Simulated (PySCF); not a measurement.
PySCF 2.14.0, BP86/def2-tzvp, df: Ca(Cl)2 ([Cl][Ca][Cl]), 3 atoms. The geometry is a generated start, not checked to be a minimum at this level.

- task = energy
- method = bp86
- basis = def2-tzvp
- two-electron scheme = density fitting
- mol.max_memory = 3000 MB
- mf.max_cycle = 100
- mf.diis_space = 8 (default)
- mf.conv_tol = 1e-09 (default)
- mf.grids.level = 3 (default)
- basis functions = 110
- grid points = 58184

```xyz
3

Ca     0.0501    -0.0370     0.0409
Cl     1.6680     0.4330    -1.6215
Cl    -1.7181    -0.3960     1.5806
```

With the defaults (mf.DIIS = CDIIS, mf.diis = true, mf.init_guess = minao, mf.level_shift = 0, mf.damp = 0, mf.diis_start_cycle = 1, mf.diis_damp = 0) it converges in 12 Fock builds. One run each on 2 threads, 1 BLAS thread, with these changes:
- mf.damp = 0.7, mf.diis_start_cycle = 8
- mf.level_shift = 1 Hartree
- mf.init_guess = mod_huckel
- mf.DIIS = EDIIS
- mf.DIIS = ADIIS
- mf.diis = false
- mf.init_guess = atom
- mf.init_guess = 1e
- mf.diis_damp = 0.3

**Question.** Which runs fail or end elsewhere than the default run?

**Answer.** No convergence: mf.DIIS = EDIIS; mf.diis = false (the run ends without SCF convergence in 100 cycles). The rest reach the solution of the defaults.

```csv
setting,Fock builds,end
mf.diis_damp = 0.3,11,same solution
the defaults,12,same solution
mf.init_guess = atom,12,same solution
mf.init_guess = mod_huckel,13,same solution
"mf.damp = 0.7, mf.diis_start_cycle = 8",15,same solution
mf.DIIS = ADIIS,16,same solution
mf.init_guess = 1e,26,same solution
mf.level_shift = 1 Hartree,50,same solution
mf.DIIS = EDIIS,101,no convergence
mf.diis = false,101,no convergence
```
